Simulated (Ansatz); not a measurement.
System: Ca3P2 (model structure, started from the A-La2O3 type, P-3m1, No. 164, 5 atoms in the cell). Method: LDA (Ansatz, an electronic-structure program, plane waves, PAW).

Run with plane-wave cutoff 520 eV, 12×12×6 k mesh (along the axes of the cell as run), Fermi–Dirac smearing 0.01 eV, scalar-relativistic PAW data made under PBE.

Cell (relaxed with PBEsol):

```
Ca3P2
1.0
    4.70369     0.00000     0.00000
   -2.35185     4.07352     0.00000
    0.00000     0.00000     6.58015
P Ca
2 3
Direct
  0.33333   0.66667   0.22249
  0.66667   0.33333   0.77751
  0.00000   0.00000   0.00000
  0.33333   0.66667   0.67123
  0.66667   0.33333   0.32877
```

### Question
Give the computed band gap and smallest direct gap on the k points sampled.

### Answer

* **band gap**: 0.84 eV (indirect)
* **smallest direct gap on the k points sampled**: 1.56 eV

Note: the relaxation could raise the start's symmetry but not lower it, so the cell can be a saddle point; cell and atoms aren't relaxed at this level (largest force component 0.04 eV/Å, pressure -1.9 GPa).

Computed values are for the static lattice.

A model structure was made by putting elements into a prototype or built by hand; it is no filed structure, need not be a known phase, and can be a saddle point held by its symmetry.
